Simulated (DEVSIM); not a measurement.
Device: abrupt Ge n-p junction, at 250 K.

| layer (left to right) | material | thickness (μm) | Nd (cm⁻³) | Na (cm⁻³) | τn (s) | τp (s) |
|---|---|---|---|---|---|---|
| 1 | Ge | 4.00 | 4.8e16 | - | 2e-6 | 2e-6 |
| 2 | Ge | 1.60 | - | 1.2e17 | 2e-6 | 2e-6 |

Left contact: ohmic. Right contact: ohmic. Voltage is applied to the left contact. Recombination: SRH at mid-gap. Mobility is μmin + (μ − μmin)/(1 + (N/Nref)^α).

This is a model device: material constants are rounded textbook-type values typed into the input, and sizes, dopings and lifetimes were drawn at random. Values at 300 K; Nc and Nv go as T^1.5, mobilities as T to minus their exponent, the gap by Varshni's rule with the affinity fixed.

```
parameter               Ge
----------------  --------
gap (eV)             0.664
affinity (eV)            4
permittivity            16
Nc (cm⁻³)          1.04e19
Nv (cm⁻³)             6e18
μn (cm²/Vs)           3900
μp (cm²/Vs)           1900
μn,min                 150
μp,min                 100
Nref,n              2.6e17
Nref,p                4e17
αn                    0.56
αp                     0.6
T exponent of μn      1.66
T exponent of μp      2.33
Varshni α (eV/K)  0.000477
Varshni β (K)          235
```

Simulated with DEVSIM: 1D drift-diffusion, Boltzmann statistics, complete ionisation; no tunnelling, impact ionisation, image-force lowering or self-heating.

The thickness of layer 1 was swept, all else fixed.

| thickness of layer 1 (μm) | dark forward voltage at 1 A/cm² (V) | dark forward voltage at 100 A/cm² (V) |
|---|---|---|
| 0.8 | 0.285 | 0.386 |
| 1.4 | 0.295 | 0.395 |
| 2.4 | 0.302 | 0.402 |
| 4 | 0.308 | 0.408 |
| 6.8 | 0.312 | 0.414 |
| 12 | 0.315 | 0.419 |
| 20 | 0.316 | 0.423 |

From the first row to the last the dark forward voltage at 1 A/cm² goes from 0.285 to 0.316. From the first row to the last the dark forward voltage at 100 A/cm² goes from 0.386 to 0.423.
